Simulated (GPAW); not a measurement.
Worked example: self-consistent single point of NiS (R3m, 6 atoms in the cell) in GPAW.

Method: LDA (Perdew-Wang 92), GPAW PAW datasets LDA (gpaw-data 1.0.1) (plane waves; GPAW).

The change in words: lattice scaled by 0.98. Reference geometry:
```
CELL_PARAMETERS angstrom
      4.78826     2.76450     1.05011
     -4.78826     2.76450     1.05011
      0.00000    -5.52900     1.05011
ATOMIC_POSITIONS crystal
  Ni 0.65964 0.39689 0.39689
  Ni 0.39689 0.65964 0.39689
  Ni 0.39689 0.39689 0.65964
  S  0.78349 0.11926 0.11926
  S  0.11926 0.78349 0.11926
  S  0.11926 0.11926 0.78349
```

Reference input (self-consistent single point, DFT LDA (Perdew-Wang 92), plane waves, GPAW PAW datasets LDA (gpaw-data 1.0.1)): mode = pw; ecut = 850 eV; xc = LDA; kpts = 7 7 7; mesh shift (steps) = 0 0 0; occupations.name = fermi-dirac; occupations.width = 0.136 eV; nbands = -14; symmetry.symmorphic = false; symmetry.tolerance = 0.0005; maxiter = 100. This run's input differs from it in these lines:

```diff
@@ -5,5 +5,5 @@
 atoms = Atoms(['Ni', 'Ni', 'Ni', 'S', 'S', 'S'],
-              cell=[[4.788256, 2.764501, 1.050114],
-                    [-4.788256, 2.764501, 1.050114],
-                    [0.000000, -5.529002, 1.050114]],
+              cell=[[4.692491, 2.709211, 1.029112],
+                    [-4.692491, 2.709211, 1.029112],
+                    [0.000000, -5.418422, 1.029112]],
               scaled_positions=[[0.659640, 0.396890, 0.396890],
```

Output, abridged:

```
     iter     time        total  log10-change:
                         energy   eigst   dens
iter:   1 --:--:--   -43.478162
iter:   2 --:--:--   -42.877041   -0.26  -1.40
iter:   3 --:--:--   -42.338739   -0.89  -1.47
iter:   4 --:--:--   -42.334484   -1.57  -1.59
iter:   5 --:--:--   -42.276341   -2.13  -1.78
iter:   6 --:--:--   -42.240079   -2.85  -2.15
iter:   7 --:--:--   -42.225885   -3.24  -2.38
iter:   8 --:--:--   -42.233905c  -3.16  -2.66
iter:   9 --:--:--   -42.224389c  -3.48  -2.51
iter:  10 --:--:--   -42.224405c  -4.30  -3.33
iter:  11 --:--:--   -42.224342c  -5.21  -3.28
iter:  12 --:--:--   -42.224393c  -4.78  -3.46
iter:  13 --:--:--   -42.224271c  -5.13  -3.48
iter:  14 --:--:--   -42.224271c  -6.68  -4.32c
iter:  15 --:--:--   -42.224268c  -6.92  -4.36c
iter:  16 --:--:--   -42.224264c  -7.51c -4.42c
Converged after 16 iterations.

Dipole moment: (0.000000, 0.000000, -7.598591) |e|*Ang

Energy contributions relative to reference atoms: (reference = -156375.539440)

Kinetic:        +41.343512
Potential:      -30.859662
External:        +0.000000
XC:             -52.962163
Entropy (-ST):   -0.186814
Local:           +0.347455
SIC:             +0.000000
--------------------------
Free energy:    -42.317671
Extrapolated:   -42.224264

Showing only first 2 kpts
 Kpt  Band  Eigenvalues  Occupancy
  0    31      8.53450    1.70391
  0    32      9.60173    0.00449
  0    33      9.60193    0.00448
  0    34      9.81266    0.00095

  1    31      8.32072    1.93035
  1    32      9.40084    0.01951
  1    33      9.57186    0.00559
  1    34      9.84120    0.00077

Fermi level: 8.77251

No gap
   [... lines left out ...]
  0 Ni    0.17472    0.10088    0.01389
  1 Ni   -0.17472    0.10088    0.01389
  2 Ni    0.00000   -0.20175    0.01389
  3 S    -0.17681   -0.10208   -0.01328
  4 S     0.17681   -0.10208   -0.01328
  5 S    -0.00000    0.20416   -0.01328

Stress tensor:
     0.010617     0.000000    -0.000000
     0.000000     0.010617    -0.000000
    -0.000000    -0.000000     0.004648
Stress (GPa, Voigt): [ 1.7011  1.7011  0.7447 -0.     -0.      0.    ]
```

The run converged in 16 iterations. GPAW prints stress with tension positive. Against the reference run the free energy falls by 29.8 meV/atom, the pressure goes from -9.83 to -1.38 GPa and the largest force goes from 0.147 to 0.205 eV/Å.

The starting cell comes from a database of computed structures (which also holds hypothetical and non-ambient phases and stackings), without a prior relaxation at this level. Its lattice was rescaled by a random factor within 2.5 % of one. For this run, on top of that: lattice scaled by 0.98. Spin polarisation is off, so a magnetic state, if there is one, cannot be reached.

Cost on one core of a shared machine: roughly 8 min.
